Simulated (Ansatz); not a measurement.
The starting structures come from a database of crystals and need not be the phases stable at ambient conditions.

```yaml
crystal:
  lattice:
    - [9.08822, 0.00000, 0.00000]
    - [1.89491, 8.88848, 0.00000]
    - [3.59665, -4.44424, 3.34531]
  atoms:
    - { symbol: Cs, position: [0.35374, 0.35374, 0.00000] }
    - { symbol: Cs, position: [0.64626, 0.64626, 0.00000] }
    - { symbol: Pt, position: [0.00000, 0.00000, 0.50000] }
    - { symbol: Pt, position: [0.50000, 0.50000, 0.50000] }
    - { symbol: Pt, position: [0.00000, 0.00000, 0.00000] }
    - { symbol: Se, position: [0.94334, 0.27864, 0.00000] }
    - { symbol: Se, position: [0.05666, 0.72136, 0.00000] }
    - { symbol: Se, position: [0.27864, 0.94334, 0.00000] }
    - { symbol: Se, position: [0.72136, 0.05666, 0.00000] }
```

Space group of this cell: Fmmm. The cell is taken as given.

Transport runs along the normal of the first two printed cell vectors.

No gap correction and no spin-orbit coupling; mid-gap values are interpolated between computed energies.

Q: Estimate the band gap and the smallest decay constant κ at mid-gap that Ansatz (a program for electronic structure) with r2SCAN returns for this system.

A: Gap 1.53 eV on a 10×10×10 mesh; κ = 0.244 1/Å, at (0.500, 0.500) of the in-plane reciprocal vectors. At the zone centre, at the nearest computed energy, the slowest state has κ = 0.28 1/Å.
